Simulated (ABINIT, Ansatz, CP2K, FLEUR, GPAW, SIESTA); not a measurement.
## Code comparison for GaCuGeSe₄ (I-4, 7 atoms in the cell)

Self-consistent single point.

```yaml
crystal:
  lattice:
    - [-2.75320, 2.75320, 5.40529]
    - [2.75320, -2.75320, 5.40529]
    - [2.75320, 2.75320, -5.40529]
  atoms:
    - { symbol: Ga, position: [0.50000, 0.50000, 0.00000] }
    - { symbol: Cu, position: [0.25000, 0.75000, 0.50000] }
    - { symbol: Ge, position: [0.75000, 0.25000, 0.50000] }
    - { symbol: Se, position: [0.11400, 0.11832, 0.47142] }
    - { symbol: Se, position: [0.88168, 0.35310, 0.99568] }
    - { symbol: Se, position: [0.64690, 0.64258, 0.52858] }
    - { symbol: Se, position: [0.35742, 0.88600, 0.00432] }
```

Shared settings, as Ansatz (a program for electronic structure) writes them: kpoints.mp_grid.grid = 3 3 3; scf.occupations.method = fixed. Potentials and cutoffs stand in the table.

```tsv
code	model	pressure (GPa)	largest force (eV/Å)	gap on the mesh (eV)	cutoff
FLEUR	LDA (Perdew-Zunger), all-electron FLAPW (FLEUR), scalar-relativistic valence	–	–	0.702	Kmax 3.8 1/bohr
CP2K	LDA (Pade form), GPW, TZVP-MOLOPT-SR-GTH basis, GTH-PADE potentials (GTH_POTENTIALS)	-2.42	0.103	0.738	grid 600 Ry
GPAW	LDA (Perdew-Wang 92), GPAW PAW datasets LDA (gpaw-data 1.0.1)	-2.47	0.169	0.731	800 eV
SIESTA	LDA PW92, numerical atomic orbitals DZP, PseudoDojo LDA standard norm-conserving potentials (rewritten from UPF to PSML)	-0.03	0.669	0.679	grid 400 Ry
Ansatz	LDA (PW92), PAW files made with PBE	-2.82	0.164	0.715	30.9 Ry
ABINIT	LDA (PW92), PAW (JTH v2.0 LDA PAW)	-2.74	0.171	0.708	60 Ry
```

A dash marks a value that a program does not give, or that is left out as unsure.

Gaps are read on the mesh.

The spread over the programs that give each value: pressure within 2.79 GPa; largest force within 0.566 eV/Å; gap on the mesh within 0.059 eV.

CP2K and SIESTA use small atom-centred bases, whose incompleteness enters pressures, forces and empty levels differently from a plane-wave cutoff. FLEUR treats all electrons, but the usual bases taken here (sphere radii, linearisation, local orbitals, empty states) were not tested for convergence, so the values are no reference for the others. Ansatz's pressure is given at a fixed set of plane waves, as the other plane-wave codes print theirs; with its correction for the finite basis it is -2.79 GPa. In the pressure, SIESTA (by 2.71) lies more than 1 GPa from the median of the plane-wave programs. In the force vectors, CP2K (by 0.120) and SIESTA (by 0.548) lie more than 0.08 eV/Å from the median of the plane-wave programs.

The starting cell comes from a database of computed structures (which also holds hypothetical and non-ambient phases and stackings), without a prior relaxation at this level.

Keys are those of Ansatz 0.2.
